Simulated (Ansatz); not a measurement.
**The (331) surface of fcc Ag in its 1x1 cell, outermost plane spacing 0.95 Å in the ideal cut**

The numbers are results of PBE (plane waves to 420 eV, PAW; Ansatz, a first-principles code), not measurements.

Set-up: 12 atoms, 10.5 Å thick at the start (thin: gaps and levels are the slab's own); mesh 13x6x1; 0.1 eV smearing; dipole correction on; all atoms relaxed; held to the part of the start's symmetry that mesh and held atoms allow; no spin, no spin-orbit, no U.

surface energy (mean of both faces): 0.86 J/m²
surface energy before relaxation: 0.88 J/m²
work function of the top face: 4.22 eV
energy released by relaxation: 0.052 eV
cost: very roughly 13 core-minutes
